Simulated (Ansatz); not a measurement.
A computed series for AlN: pressure series

Take AlN in the wurtzite structure (space group P6_3mc, No. 186; a = 3.107 Å, c = 4.979 Å) as the base.

Cell and atoms are relaxed at each pressure.

The values are results of Ansatz (a program for electronic structure), r2SCAN, PAW, cutoff 500 eV, scalar-relativistic without spin-orbit coupling, not measurements.

Computed cases, in order: pressure −2 GPa; pressure −1 GPa; 0 GPa (base); pressure 0.9 GPa; pressure 2.1 GPa; pressure 4.5 GPa; pressure 9 GPa; pressure 15 GPa; pressure 22.5 GPa; pressure 30 GPa.

**Question.** Between which two neighbouring cases does the gap turn between direct and indirect?

**Answer.** Between pressure 22.5 GPa (5.68 eV, direct at Γ) and pressure 30 GPa (5.75 eV, indirect, Γ → K). The whole series: pressure −2 GPa: 4.79 eV, direct at Γ; pressure −1 GPa: 4.84 eV, direct at Γ; 0 GPa (base): 4.88 eV, direct at Γ; pressure 0.9 GPa: 4.92 eV, direct at Γ; pressure 2.1 GPa: 4.97 eV, direct at Γ; pressure 4.5 GPa: 5.06 eV, direct at Γ; pressure 9 GPa: 5.23 eV, direct at Γ; pressure 15 GPa: 5.44 eV, direct at Γ; pressure 22.5 GPa: 5.68 eV, direct at Γ; pressure 30 GPa: 5.75 eV, indirect, Γ → K.

Load acts through the strain it causes; cell and atoms are relaxed under it. Whether these cells are dynamically stable was not tested. Measured, AlN leaves this structure (for rock salt) near 14 GPa (temperature not stated; as listed in Datta, Sujoy, Jana, Debnarayan, arXiv (2020)), on rising pressure, with hysteresis.
